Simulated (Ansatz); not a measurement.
## A computed series for MgO: pressure series

Consider MgO in the rock salt structure (space group Fm-3m, No. 225; a = 4.204 Å).

Cell and atoms are relaxed at each pressure.

All numbers come from r2SCAN in Ansatz (plane waves to 500 eV, PAW, spin-orbit coupling left out).

Candidates:
(a) pressure −1 GPa
(b) pressure 4.5 GPa
(c) pressure 9 GPa
(d) pressure 15 GPa

Before the change:

The band gap is 5.68 eV.

Task: Order them by band gap, highest first.

Result: (d) pressure 15 GPa (6.51 eV), (c) pressure 9 GPa (6.20 eV), (b) pressure 4.5 GPa (5.95 eV), (a) pressure −1 GPa (5.62 eV)

Load acts through the strain it causes; cell and atoms are relaxed under it. Stability against distortions was not tested. Competing high-pressure phases were not computed.

Ansatz is an electronic-structure program.
